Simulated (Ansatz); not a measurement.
Worked example: self-consistent single point of Mo (Im-3m, 1 atom in the cell) in Ansatz (a quantum-chemistry and plane-wave program).

Level of theory: LDA (PW92), PAW files made with PBE (plane waves; Ansatz).

The change in words: lattice scaled by 0.98; basis.ecutrho_ratio: default → 16. Reference geometry:
```yaml
crystal:
  lattice:
    - [-1.56713, 1.56713, 1.56713]
    - [1.56713, -1.56713, 1.56713]
    - [1.56713, 1.56713, -1.56713]
  atoms:
    - { symbol: Mo, position: [0.00000, 0.00000, 0.00000] }
```

Reference input (self-consistent single point, DFT, LDA (PW92), plane waves, PAW files made with PBE): basis.ecutwfc = 30.9 Ry; kpoints.mp_grid.grid = 15 15 15; hamiltonian.xc = lda; hamiltonian.pseudopotentials = {kind: paw} (the program's default PAW files); scf.occupations.method = fermi_dirac; scf.occupations.width = 0.0073 Ry. This run's input differs from it in these lines:

Ansatz 0.2 input:
```diff
@@ -3,5 +3,5 @@
   lattice:
-    - [-1.56712500, 1.56712500, 1.56712500]
-    - [1.56712500, -1.56712500, 1.56712500]
-    - [1.56712500, 1.56712500, -1.56712500]
+    - [-1.53578200, 1.53578200, 1.53578200]
+    - [1.53578200, -1.53578200, 1.53578200]
+    - [1.53578200, 1.53578200, -1.53578200]
   atoms:
@@ -10,2 +10,3 @@
   ecutwfc: 30.9 Ry
+  ecutrho_ratio: 16
 kpoints:
```

Log, with long lists cut:

```
SCF iter   1: F=—  HF=-4843.513691 eV  |F-HF|=—  |Δ(HF+E_count)|=         —  Δρ=1.09e-1  dr2=1.58e0  ethr=3.10e-3  ⟨swp⟩=5.0  Hψ=7290  notcnv=0
all-band conjugate gradients solve this SCF's bands
preconditioner: auto → none
SCF iter   2: F=—  HF=-4842.889086 eV  |F-HF|=—  |Δ(HF+E_count)|=   6.25e-1  Δρ=3.38e-2  dr2=5.57e-2  ethr=3.10e-3  ⟨swp⟩=2.5  Hψ=3487  notcnv=0  defer=3
SCF iter   3: F=—  HF=-4842.874217 eV  |F-HF|=—  |Δ(HF+E_count)|=   1.49e-2  Δρ=1.31e-2  dr2=7.84e-3  ethr=3.98e-4  ⟨swp⟩=1.0  Hψ=1373  notcnv=0  defer=3
SCF iter   4: F=—  HF=-4842.872098 eV  |F-HF|=—  |Δ(HF+E_count)|=   2.12e-3  Δρ=3.65e-4  dr2=4.75e-6  ethr=5.60e-5  ⟨swp⟩=1.5  Hψ=1594  notcnv=0  defer=3
SCF iter   5: F=—  HF=-4842.872112 eV  |F-HF|=—  |Δ(HF+E_count)|=   1.38e-5  Δρ=4.40e-5  dr2=7.16e-8  ethr=7.14e-10  ⟨swp⟩=7.1  Hψ=7487  notcnv=0
SCF iter   6: F=-4842.872112 eV  HF=-4842.872112 eV  |F-HF|=1.87e-9  |Δ(HF+E_count)|=   2.17e-8  Δρ=6.52e-6  dr2=2.89e-9  ethr=5.11e-10  ⟨swp⟩=2.7  Hψ=4353  notcnv=0
SCF 1 converged in 6 iterations: F = -4842.872112 eV  dr2 = 2.89e-9
Free energy (F): -4842.872112 eV
Internal energy: -4842.849398 eV  (E = F + TS)
E sigma→0 (E₀):  -4842.860755 eV
Entropy (-TS):   -0.022713 eV (-22.713 meV/atom)
Fermi energy:    22.681010 eV
--- Forces (eV/Å), atoms counted from 1 ---
  atom   1  Mo    -0.00000000     0.00000000     0.00000000
--- Stress (GPa, compression-positive) ---
       12.618434       0.000000       0.000000
       -0.000000      12.618434       0.000000
       -0.000000      -0.000000      12.618434
  P = ⅓ Tr σ = 12.6184 GPa (126.184 kbar)
  The stress holds the Pulay correction. Without it, at fixed plane waves, as pw.x and ABINIT print it: P = 12.6137 GPa
```

The run converged in 6 iterations. Against the reference run the free energy rises by 16.5 meV/atom and the pressure goes from -5.83 to 12.62 GPa.

The starting cell has typed, rounded lattice constants, without a prior relaxation at this level. Its lattice was rescaled by up to half a per cent. For this run, on top of that: lattice scaled by 0.98. Spin polarisation is off. Ansatz's pressure includes its estimate of the finite-basis (Pulay) stress.
